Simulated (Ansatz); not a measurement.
We consider CdZnS2 (P3m1, No. 156, 4 atoms in the cell; start mp-1215475), described by PBEsol in Ansatz (plane waves, PAW).

Numerical settings: plane-wave cutoff 520 eV, 12×12×6 k mesh (along the axes of the cell as run), Fermi–Dirac smearing 0.01 eV, scalar-relativistic PAW data made under PBE.

Cell (relaxed with PBEsol):

```yaml
crystal:
  lattice:
    - [3.93366, 0.00000, 0.00000]
    - [-1.96683, 3.40665, 0.00000]
    - [0.00000, 0.00000, 6.52452]
  atoms:
    - { symbol: Zn, position: [0.00000, 0.00000, 0.99933] }
    - { symbol: Cd, position: [0.33333, 0.66667, 0.50698] }
    - { symbol: S, position: [0.33333, 0.66667, 0.89172] }
    - { symbol: S, position: [0.00000, 0.00000, 0.35397] }
```

Problem. What does this level give for the band gap?

Solution. 
band gap: 1.33 eV

Spin–orbit coupling is not included.

The computed numbers hold no vibrational or temperature effects.

A start named mp-… is a Materials Project structure, which need not be a measured phase.

Ansatz is a program for electronic structure.
